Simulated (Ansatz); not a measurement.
FePt: magnetic orders

Start from FePt (space group P4/mmm, No. 123; a = 2.7301 Å, c = 3.7639 Å; ferromagnetic).

Each order is relaxed in cell and atoms; arrows give the starting signs on the magnetic atoms.

Computed with PBE (Ansatz, an electronic-structure program), no SOC.

Candidates:
(a) ↑↓ start, q = (1/2, 1/2, 1/2), 4 atoms
(b) ↑↓ start, q = (0, 0, 1/2), 4 atoms
(c) non-magnetic

Notes on the quantities. energy relative to the base: σ→0; to 0.01 eV only: unlike meshes or grids.

Q: Order them by energy relative to the base, highest first.

A: (c) non-magnetic (+0.34 eV/atom), (a) ↑↓ start, q = (1/2, 1/2, 1/2), 4 atoms (+0.03 eV/atom), (b) ↑↓ start, q = (0, 0, 1/2), 4 atoms (0.00 eV/atom)

The magnetic state is the one reached from the starting moments; the real material's order can differ, and small cells can't hold many antiferromagnetic ones. No phonon test of stability was made. Spin-polarised in the final run: ↑↓ start, q = (1/2, 1/2, 1/2), 4 atoms, base and ↑↓ start, q = (0, 0, 1/2), 4 atoms; the other runs are not.
